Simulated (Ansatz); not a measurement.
For BeS (model structure, started from the WC type, P-6m2, No. 187, 2 atoms in the cell), PBEsol in Ansatz (PAW) gives:

| Quantity | Result |
|---|---|
| equilibrium lattice constant a | 3.187 Å |
| lattice parameter c | 2.902 Å |

Problem. What does r²SCAN (plane waves, PAW; Ansatz, an electronic-structure program) give for the same quantities?

Solution. 
- lattice constant a: 3.233 Å (rises by 1.4 %)
- lattice parameter c: 2.937 Å (goes up by 1.2 %)

Changes are worked out from the printed values.

Unless a cell is named, each level is at its own relaxed cell (PBEsol 12.77, r²SCAN 13.29 Å³/atom).

Ansatz's density-functional and Hartree–Fock values are scalar-relativistic unless marked +SOC, with PAW data made under PBE.

A model structure was made by putting elements into a prototype or built by hand; it is no filed structure, need not be a known phase, and can be a saddle point held by its symmetry.
